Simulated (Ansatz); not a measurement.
Base system: TaSi₂ (space group P6_222, No. 180; a = 4.803 Å, c = 6.603 Å). Axes: x lies along a and z along c of the hexagonal cell.

Computed with PBE (Ansatz, a program for electronic structure; PAW; 420 eV plane waves; scalar-relativistic without spin-orbit coupling).

Before the change:

The pressure is 0.0 GPa and the shortest interatomic distance is 2.568 Å.

Modification: uniaxial strain ε_zz = +2.14 %, all other strain components held at zero; the atoms relax in the strained cell.

**Question.** How does this affect the pressure?

**Answer.** The pressure (mean of the normal stresses, compression positive) goes from zero to -4.1 GPa.

**Question.** What happens to the energy relative to the base?

**Answer.** The energy rises by 9.0 meV/atom.

**Question.** Estimate the effect on the shortest interatomic distance.

**Answer.** The shortest interatomic distance rises by 0.043 Å (2.568 Å → 2.611 Å).

Without a gap, meshes like the base's 11×11×7 leave anisotropic stresses uncertain by several tenths of a GPa, and small strain energies with them. No phonon test of stability was made. All final runs are without spin polarisation. An odd electron count without spin: TaSi2.
